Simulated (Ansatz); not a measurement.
The reference is BaTiO3 in the cubic perovskite structure (space group Pm-3m, No. 221; a = 4.0192 Å).

Structures relaxed with Kohn–Sham DFT with the PBE functional, run in Ansatz (an electronic-structure program) with PAW and 420 eV plane waves, no spin-orbit coupling.

Base:

Simulated powder pattern, Mo Kα, λ = 0.71073 Å (kinematic, ideal powder, no thermal factors, no anomalous dispersion; the 10 strongest lines at most, above 2 %, up to 2θ = 40°):

```
2θ (°)  I/Imax (%)    hkl
------  ----------  -----
10.14           18  (100)
14.37          100  (110)
17.62           26  (111)
20.37           38  (200)
22.81           11  (210)
25.02           44  (211)
28.96           24  (220)
32.47           20  (310)
34.10         10.0  (311)
38.64           23  (321)
```

After one change:

Simulated powder pattern, Mo Kα, λ = 0.71073 Å (kinematic, ideal powder, no thermal factors, no anomalous dispersion; the 10 strongest lines at most, above 2 %, up to 2θ = 40°):

```
2θ (°)  I/Imax (%)
------  ----------
10.24           18
14.51          100
17.79           26
20.57           37
23.03           11
25.26           44
29.25           24
32.79           20
34.44          9.9
39.02           22
```

### Question
Which change produced these results?
(A) pressure −2 GPa
(B) pressure 10 GPa
(C) pressure 5 GPa
(D) pressure 7.5 GPa

### Answer
C, pressure 5 GPa. Its volume per atom is 12.62 Å³ against 12.99 Å³, and its space group is Pm-3m (No. 221).

Load acts through the strain it causes; cell and atoms are relaxed under it. Whether these cells are dynamically stable was not tested. No other phases were tried under pressure. The final runs are not spin-polarised. Many cubic perovskites are stable only at high temperature; tilts and polar distortions were not tested. This is not the structure that BaTiO3 has at room temperature and ambient pressure.
